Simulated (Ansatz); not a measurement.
Start from Mg in the hcp (Mg type) structure (space group P6_3/mmc, No. 194; a = 3.173 Å, c = 5.183 Å).

Computed with r2SCAN (Ansatz, a program for electronic structure; PAW; 500 eV plane waves; scalar-relativistic without spin-orbit coupling).

Before the change:

The volume per atom is 22.59 Å³ and the c/a ratio is 1.633.

The change: Sr takes the place of Mg on all its sites; the structure is relaxed again.

Question: Predict the new volume per atom and c/a ratio.

Answer: The volume per atom rises by 34.52 Å³ (22.59 Å³ → 57.11 Å³); the c/a ratio increases by 0.022 (1.633 → 1.655).

Stability against distortions was not tested. This is not the structure that Sr has at room temperature and ambient pressure.
